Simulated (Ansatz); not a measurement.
CsCl-type CoAl was calculated with LDA (Ansatz, a program for electronic structure, PAW).

Settings: plane-wave cutoff 520 eV, 22×22×22 k mesh, Fermi–Dirac smearing 0.044 eV (set by the program), no spin polarisation, scalar-relativistic PAW data made under PBE.

Cell (relaxed at this level):

```cif
data_AlCo
_chemical_formula_sum 'Al1 Co1'
_space_group_name_H-M_alt 'P 1'
_space_group_IT_number 1
_cell_length_a 2.79378
_cell_length_b 2.79378
_cell_length_c 2.79378
_cell_angle_alpha 90.000
_cell_angle_beta 90.000
_cell_angle_gamma 90.000
loop_
_space_group_symop_operation_xyz
  'x, y, z'
loop_
_atom_site_label
_atom_site_type_symbol
_atom_site_fract_x
_atom_site_fract_y
_atom_site_fract_z
_atom_site_occupancy
Al1 Al 0.50000 0.50000 0.50000 1
Co1 Co 0.00000 0.00000 0.00000 1
```

Problem. Give the computed elastic constant C11, Voigt–Reuss–Hill bulk modulus, elastic constant C12, Young modulus and elastic constant C44.

Solution. 
- elastic constant C11: 339 GPa
- Voigt–Reuss–Hill bulk modulus: 208 GPa
- elastic constant C12: 142 GPa
- Young modulus: 323 GPa
- elastic constant C44: 157 GPa

Elastic constants are with the ions relaxed.

Static lattice: no zero-point or thermal effects.

It cost around 2.4 core-minutes (rough) of CPU time.
